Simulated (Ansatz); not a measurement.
Start from PbTe in the rock salt structure (space group Fm-3m, No. 225; a = 6.442 Å).

Perturbation: a hydrostatic pressure of 7 GPa.

Levels (all Ansatz, a first-principles code, PAW): PBEsol (420 eV, scalar-relativistic without spin-orbit coupling); r2SCAN (500 eV, scalar-relativistic without spin-orbit coupling); HSE06 (420 eV, spin-orbit coupling left out).

At the geometry relaxed with PBEsol, these levels gave the following band gaps, in shuffled order: (a) 0.34 eV, (b) 0.72 eV, (c) 0.66 eV.

Problem. Match each gap to its level.

Solution. (a) PBEsol; (b) HSE06; (c) r2SCAN.

Single points use the geometry relaxed with PBEsol. HSE06 was sampled on its mesh, a few special points and the semilocal edge points, so its gap is an upper bound. With Pb and Te present, leaving out spin-orbit coupling can change the band edges. Load acts through the strain it causes; cell and atoms are relaxed under it. Stability against distortions was not tested. No other phases were tried under pressure.
